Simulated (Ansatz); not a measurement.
Base system: Ge in the diamond structure (space group Fd-3m, No. 227; a = 5.676 Å).

The values are results of Ansatz (an electronic-structure program), PBEsol, PAW, cutoff 420 eV, without spin-orbit coupling, not measurements.

Before the change:

The volume per atom comes out as 22.86 Å³.

One thing is altered: cell and atoms relaxed at a pressure of 60 GPa.

Q: How does this affect the volume per atom?

A: The volume per atom drops by 7.14 Å³ (22.86 Å³ → 15.72 Å³).

Load acts through the strain it causes; cell and atoms are relaxed under it. No phonon test of stability was made. Measured, Ge leaves this structure (for the β-tin structure) near 10.6 GPa (room temperature; as listed in arXiv:1906.07825).
